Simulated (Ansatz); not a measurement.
Ca₂Si (Fm-3m, No. 225, 3 atoms in the cell; start mp-1009733), treated with G0W0@HSE06 (Ansatz, a first-principles code, hard PAW, contour deformation, complete-basis limit).

Numerical settings: largest k mesh 6×6×6 (not extrapolated in the mesh).

Cell (relaxed with PBEsol):

```cif
data_Ca8Si4
_chemical_formula_sum 'Ca8 Si4'
_space_group_name_H-M_alt 'Fm-3m'
_space_group_IT_number 225
_space_group_name_Hall '-F 4 2 3'
_cell_length_a 7.08834
_cell_length_b 7.08834
_cell_length_c 7.08834
_cell_angle_alpha 90.000
_cell_angle_beta 90.000
_cell_angle_gamma 90.000
loop_
_atom_site_label
_atom_site_type_symbol
_atom_site_symmetry_multiplicity
_atom_site_Wyckoff_symbol
_atom_site_fract_x
_atom_site_fract_y
_atom_site_fract_z
_atom_site_occupancy
Ca1 Ca 8 c 0.25000 0.25000 0.25000 1
Si1 Si 4 a 0.00000 0.00000 0.00000 1
```
(The calculation used a cell of 3 atoms; values per cell refer to that cell.)

Q: Estimate the band gap that the calculation returns.

A: 
* **band gap**: 1.31 eV (indirect)

Note: GW on a hybrid start was not checked against another program; the gap holds a correction of +0.06 eV to the complete basis.

Static lattice: no zero-point or thermal effects.

A start named mp-… is a Materials Project structure, which need not be a measured phase.
